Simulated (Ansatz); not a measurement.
The reference is Cs2AgBiBr6 (space group Fm-3m, No. 225; a = 11.187 Å). Axes: x, y, z lie along the cube axes.

Method: PBEsol (Ansatz, a quantum-chemistry and plane-wave program), no spin-orbit coupling.

Strains are applied to the cell and any free atomic positions relax; under biaxial strain the out-of-plane vector relaxes too.

One change was made to it. Results:

The shortest interatomic distance increases by 0.0106 bohr, from 5.203 bohr to 5.213 bohr; the smallest direct gap drops by 0.03 eV, from 2.23 eV to 2.20 eV; the band gap falls by 0.01 eV (1.10 eV → 1.09 eV).

Problem. Which of these changes matches the shifts?
A. biaxial strain +1.88 %, plane normal [111], relaxed out of plane
B. biaxial strain +2.50 %, plane normal [111], relaxed out of plane
C. biaxial strain +0.63 %, plane normal [111], relaxed out of plane

Solution. C, biaxial strain +0.63 %, plane normal [111], relaxed out of plane. For comparison, the smallest direct gap in the other runs: biaxial strain +1.88 %, plane normal [111], relaxed out of plane gives 2.15 eV; biaxial strain +2.50 %, plane normal [111], relaxed out of plane gives 2.12 eV.

With Bi present, leaving out spin-orbit coupling can change the band edges. No phonon test of stability was made.
